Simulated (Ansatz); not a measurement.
**A computed series for NiSi2: pressure series**

Consider NiSi2 (space group Fm-3m, No. 225; non-magnetic).

```
CELL_PARAMETERS angstrom
      0.00000     2.72203     2.72203
      2.72203     0.00000     2.72203
      2.72203     2.72203     0.00000
ATOMIC_POSITIONS crystal
  Ni 0.00000 0.00000 0.00000
  Si 0.25000 0.25000 0.25000
  Si 0.75000 0.75000 0.75000
```

Cell and atoms are relaxed at each pressure.

Levels (all Ansatz, an electronic-structure program, PAW, earlier PAW set): PBE (420 eV, no SOC); r2SCAN (500 eV, spin-orbit coupling left out).

The base cell above is that of PBE; each level relaxes its own structures.

| case | lattice parameter a, PBE | lattice parameter a, r2SCAN |
|---|---|---|
| pressure −2 GPa | 547.0 pm | 541.3 pm |
| pressure −1 GPa | 545.7 pm | 540.1 pm |
| pressure 0.3 GPa | 544.0 pm | 538.6 pm |
| pressure 0.7 GPa | 543.5 pm | 538.2 pm |
| pressure 1.5 GPa | 542.6 pm | 537.3 pm |
| pressure 3 GPa | 540.9 pm | 535.8 pm |
| pressure 5 GPa | 538.7 pm | 533.8 pm |
| pressure 7.5 GPa | 536.2 pm | 531.4 pm |
| pressure 10 GPa | 533.8 pm | 529.2 pm |

PBE lies above r2SCAN in every row, by 4.5 pm to 5.7 pm. They put the cases in the same order.

Load acts through the strain it causes; cell and atoms are relaxed under it. Whether these cells are dynamically stable was not tested. No other phases were tried under pressure. Seeded moments were not kept for the base. All final runs are without spin polarisation.
